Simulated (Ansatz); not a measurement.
The parent structure is MgTe in the wurtzite structure (space group P6_3mc, No. 186; a = 4.561 Å, c = 7.412 Å).

Level of theory: PBEsol in Ansatz (plane waves to 420 eV, PAW, spin-orbit coupling left out).

Base values:

```
Property                               Value
---------------------  ---------------------
Volume per atom                     33.39 Å³
Valence-band top at Γ  0.00, -0.02, -0.02 eV
Band gap                             2.39 eV
```

One thing is altered: cell and atoms relaxed at a pressure of 15 GPa.

Question: How does this affect the volume per atom?

Answer: The volume per atom drops by 8.70 Å³ to 24.69 Å³.

Question: How does this affect the valence-band top at Γ?

Answer: The valence-band top at Γ (three highest levels, from the VBM) becomes 0.00, -1.25, -1.25 eV (base: 0.00, -0.02, -0.02 eV).

Question: How does this affect the band gap?

Answer: The band gap shrinks by 1.672 eV to 0.71 eV.

From pressure 15 GPa on, the axis ratios lie over 15 % from the base's, so the cell there is far from its starting form. With Te present, leaving out spin-orbit coupling can change the band edges. Load acts through the strain it causes; cell and atoms are relaxed under it. Stability against distortions was not tested. Tetrahedral semiconductors of this kind turn to denser phases somewhere between about 1 and 50 GPa; those were not computed, so compressed cells here can lie past the real transition. Along this pressure series the structure jumps between pressure 9 GPa and pressure 15 GPa; cells beyond that are another form of it.

Ansatz is a program for electronic structure.
